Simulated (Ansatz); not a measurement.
This concerns the energy of one form of CsPbBr3 over another. The value is E(A) − E(B), in meV per atom.

A: CsPbBr3 (Pnma), 20 atoms in the cell, k-point mesh 4×4×3 on the run's own vectors.
```cif
data_Br12Cs4Pb4
_chemical_formula_sum 'Pb4 Cs4 Br12'
_space_group_name_H-M_alt 'P 1'
_space_group_IT_number 1
_cell_length_a 8.26717
_cell_length_b 8.52890
_cell_length_c 11.89375
_cell_angle_alpha 90.000
_cell_angle_beta 90.000
_cell_angle_gamma 90.000
loop_
_space_group_symop_operation_xyz
  'x, y, z'
loop_
_atom_site_label
_atom_site_type_symbol
_atom_site_fract_x
_atom_site_fract_y
_atom_site_fract_z
_atom_site_occupancy
Pb1 Pb 0.00000 0.00000 0.50000 1
Pb2 Pb 0.50000 0.50000 0.50000 1
Pb3 Pb 0.50000 0.50000 0.00000 1
Pb4 Pb 0.00000 0.00000 0.00000 1
Cs1 Cs 0.01653 0.55760 0.25000 1
Cs2 Cs 0.51653 0.94240 0.75000 1
Cs3 Cs 0.48347 0.05760 0.25000 1
Cs4 Cs 0.98347 0.44240 0.75000 1
Br1 Br 0.20472 0.29281 0.46136 1
Br2 Br 0.70472 0.20719 0.53864 1
Br3 Br 0.29528 0.79281 0.03864 1
Br4 Br 0.79528 0.70719 0.96136 1
Br5 Br 0.79528 0.70719 0.53864 1
Br6 Br 0.29528 0.79281 0.46136 1
Br7 Br 0.70472 0.20719 0.96136 1
Br8 Br 0.20472 0.29281 0.03864 1
Br9 Br 0.07517 0.01472 0.75000 1
Br10 Br 0.57517 0.48528 0.25000 1
Br11 Br 0.42483 0.51472 0.75000 1
Br12 Br 0.92483 0.98528 0.25000 1
```

B: CsPbBr3 (cubic perovskite, Pm-3m), 5 atoms in the cell, k-point mesh 6×6×6 on the run's own vectors.
```xyz
5
Lattice="6.0015 0.0000 0.0000 0.0000 6.0015 0.0000 0.0000 0.0000 6.0015" Properties=species:S:1:pos:R:3 pbc="T T T"
Cs     0.0000     0.0000     0.0000
Pb     3.0007     3.0007     3.0007
Br     3.0007     3.0007     0.0000
Br     0.0000     3.0007     3.0007
Br     3.0007     0.0000     3.0007
```

Computed with Ansatz (plane waves, PAW), its PAW set soft_1, cutoff 420 eV, 500 eV for r2SCAN. The structures are at rest with PBE; other levels are single points on them. HSE06 runs on coarser k-point meshes, mended by the PBE difference between the two meshes. Neutral cells; Fermi-Dirac smearing of at most 0.05 eV in the solids, energies taken to zero width. The lattices are those relaxed with PBE, so at other levels the solids can be strained, which adds to the spread. Larger cells are relaxed from a start prepared with the learned potential CHGNet, on a coarser mesh till forces fall under 0.03 eV/Å, which some starts already meet. A dispersion term (D3(BJ), or D4 for r2SCAN) was computed beside these levels and is taken off wherever the name lacks it. Space groups of crystals are read within 0.01 Å. Static lattices, no vibrational contributions. Cells are local rest points, mostly with their start's symmetry. Spin-orbit coupling is left out.

What value does HSE06 give?

-16 meV/atom for A less B, so CsPbBr3 (Pnma) (A) lies lower.

How does the value move with the functional?


```tsv
Functional	value (meV/atom)	less HSE06
r2SCAN	-17	-1
```

The levels shown span only 1 meV/atom, too little to tell them apart.

Ansatz is a program for electronic structure.
